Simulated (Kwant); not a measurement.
Device: wire with a side stub in a Si two-dimensional gas. Effective mass 0.19 mₑ, grid spacing 6.7 nm, hard walls, nominal width 200 nm (29 grid rows, so walls 201 nm apart), one parabolic valley, scattering region 600 nm long along x; energies count from the band bottom; Fermi energy swept from 3.9582e-05 to 0.00047004 eV. Closed stub on one side, 170 nm wide and 230 nm deep.

Constants are typed, rounded textbook-type inputs, not results; the design itself was drawn at random and stands for no fabricated device.

Model: effective-mass tight-binding model on a square grid, one spin, coherent transport at 0 K (Kwant). Conductance is in e²/h.

**Question.** How many channels do the leads carry at E = 0.155, 0.325 meV?

**Answer.** The hard-wall thresholds are n² ħ²π²/(2mW²) = n² × 0.0490 meV with W = 201 nm. √(0.155/0.0490) = 1.78, so 1. √(0.325/0.0490) = 2.58, so 2.
